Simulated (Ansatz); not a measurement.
The starting structures come from a database of crystals and need not be the phases stable at ambient conditions.

# Evanescent states of Sr₂GaCuSO₃ (P4/nmm, not sure to be the ambient phase, 16 atoms a cell, 15.1 Å³ an atom, -3 GPa at this level) along the normal of (110)

The numbers are results of r2SCAN (plane waves, PAW; Ansatz, a quantum-chemistry and plane-wave program), not measurements.

The gap is the functional's own. No spin-orbit coupling. Mid-gap values are interpolated on the energy grid.

Energies count from the valence-band top; κ is the least over a 6×2 mesh across the current.

| E (eV) | κ (1/Å) | where |
|---|---|---|
| 0.04 | 0.077 | Γ |
| 0.10 | 0.121 | Γ |
| 0.17 | 0.142 | Γ |
| 0.24 | 0.153 | Γ |
| 0.32 | 0.157 | Γ |
| 0.39 | 0.158 | Γ |
| 0.46 | 0.155 | Γ |
| 0.53 | 0.149 | Γ |
| 0.59 | 0.142 | Γ |
| 0.67 | 0.132 | Γ |
| 0.73 | 0.119 | Γ |
| 0.81 | 0.103 | Γ |
| 0.88 | 0.081 | Γ |
| 0.94 | 0.049 | Γ |

Question: How thick must the barrier be to attenuate the transmission by 10^6 when the electrodes' Fermi level lies at 0.73 eV, and what attenuation does that film give at 0.32 eV?

Answer: d = 6 ln 10 / (2 × 0.119) = 58.0 Å. At 0.32 eV it gives 6 × 0.157/0.119 = 7.9 decades.
